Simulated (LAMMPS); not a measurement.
LAMMPS 22 Jul 2025, classical MD, Born-Mayer-Huggins in the Tosi-Fumi form: NaCl, 21952 atoms.

task: MD, nve
potential: Born-Mayer-Huggins in the Tosi-Fumi form
copies of the repeat unit: 14×14×14
shape (slab and sphere leave vacuum in the box): bulk
temperature: 900 K
steps: 400
timestep: 2 fs
neighbor skin: 2 Å
neigh_modify: every 1 delay 0 check yes
thermo: 100
kspace_style: pppm
kspace_accuracy: 1e-07
pair cutoff: 10 Å
newton: on (default)
atom_modify sort (bins of 2 Å where set): 1000 (default)
comm_style: brick (default)
kspace_modify: order 5 diff ik (default)
box: 79.0 × 79.0 × 79.0 Å
start: generated rock salt lattice, warmed in an untimed run
compared values: energy and forces of the first step, drift over the run

It runs on a single node (Arm Neoverse V2, 96 cores on 1 socket, no SMT, 1 L3 cache group; 94 cores' worth of CPU time may be used).

Run on 64 ranks, it takes 25 s from launch to exit:

```bash
# ahead of the timed run: OMP_NUM_THREADS=1 mpirun -np 48 lmp -in in.warm -log none -nocite
OMP_NUM_THREADS=1 mpirun -np 64 lmp -in in.lmp -log log.lammps -nocite
```

From its output:

```
  using 1 OpenMP thread(s) per MPI task
  4 by 4 by 4 MPI processor grid
  21952 atoms
  G vector (1/distance) = 0.37861573
  grid = 216 216 216
  stencil order = 5
  estimated relative force accuracy = 1.6147877e-07
  master list distance cutoff = 12
  ghost atom cutoff = 12
Per MPI rank memory allocation (min/avg/max) = 27.74 | 27.74 | 27.74 Mbytes
87.9% CPU use with 64 MPI tasks x 1 OpenMP threads
...
Loop time of 24.691 on 64 procs for 400 steps with 21952 atoms

Performance: 2.799 ns/day, 8.573 hours/ns, 16.200 timesteps/s, 355.628 katom-step/s
87.9% CPU use with 64 MPI tasks x 1 OpenMP threads

MPI task timing breakdown:
Section |  min time  |  avg time  |  max time  |%varavg| %total
---------------------------------------------------------------
Pair    | 0.30671    | 0.32718    | 0.34398    |   1.6 |  1.33
Kspace  | 24.219     | 24.237     | 24.255     |   0.2 | 98.16
Neigh   | 0.017251   | 0.018724   | 0.020078   |   0.5 |  0.08
Comm    | 0.087829   | 0.094275   | 0.09963    |   0.9 |  0.38
Output  | 0.00013334 | 0.00014934 | 0.00026267 |   0.0 |  0.00
Modify  | 0.0030468  | 0.0031949  | 0.0033469  |   0.1 |  0.01
Other   |            | 0.01039    |            |       |  0.04

Nlocal:            343 ave         364 max         314 min
Histogram: 3 2 2 7 3 14 11 11 5 6
Nghost:        3750.91 ave        3780 max        3730 min
Histogram: 4 5 10 14 12 5 5 4 2 3
Neighs:        55199.3 ave       58986 max       50093 min
Histogram: 2 5 1 7 7 11 11 7 7 6

Total # of neighbors = 3532755
Ave neighs/atom = 160.93089
Neighbor list builds = 18
Dangerous builds = 0
```

Wall times, medians of two to five repeats, each run alone on the node (launch to exit). Unless noted, each process is bound to its own block of adjacent cores. The times hold for this build (PyPI wheel: MPICH, OPENMP and OPT packages). Scratch files lie in a memory file system. A preparatory run goes ahead and isn't timed.

Question: What holds this run back, and which change relieves it on the same cores with the result kept within 1.0 meV/atom in energy, 10 meV/Å in forces on 48 atoms, 0.20 meV an atom in drift of the total energy?

Answer: The largest part is long-range solver (Kspace), 96 % of the time. Over the ranks it runs from 24 to 24 s, at 343 atoms a rank on average. One change that relieves it (others may too): going from kspace_accuracy = 1e-07 to kspace_accuracy = 0.0001, the fastest among the values tried that keep the result: 25 s to 0.85 s (29× as fast). The k-space grid goes from 216×216×216 to 45×45×45 and Kspace from 24 to 0.21 s. As resolved by the program: k-space grid 216 216 216 against 45 45 45. These two results differ by: energy 0.69 meV/atom, forces on 48 atoms 1.5 meV/Å, drift of the total energy 0.0027 meV an atom. Others tried: kspace_accuracy = 1e-05 (1.4 s); kspace_accuracy = 1e-06 (3.8 s). Launch, exit and the like take 0.26 s of the 0.85 s.
